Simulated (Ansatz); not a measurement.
## Ag: pressure 0.9 GPa

Start from Ag in the fcc (Cu type) structure (space group Fm-3m, No. 225; a = 4.104 Å).

It is then changed as follows: cell and atoms relaxed at a pressure of 0.9 GPa.

Computed with r2SCAN (Ansatz, an electronic-structure program, PAW, scalar-relativistic without spin-orbit coupling). Γ-centred 19×19×19 mesh, Fermi–Dirac width 0.05 eV.

| quantity | base | changed | shift |
|---|---|---|---|
| volume per atom | 17.28 Å³ | 17.15 Å³ | -0.13 Å³ |
| density | 10.37 g/cm³ | 10.44 g/cm³ | +0.078 g/cm³ |
| lattice parameter a | 4.104 Å | 4.094 Å | -0.010 Å |
| shortest interatomic distance | 2.902 Å | 2.895 Å | -0.007 Å |
| enthalpy H = E + PV relative to the base's energy | – | +0.10 eV/atom | – |
| band gap | zero | zero | – |

Load acts through the strain it causes; cell and atoms are relaxed under it. Whether these cells are dynamically stable was not tested.
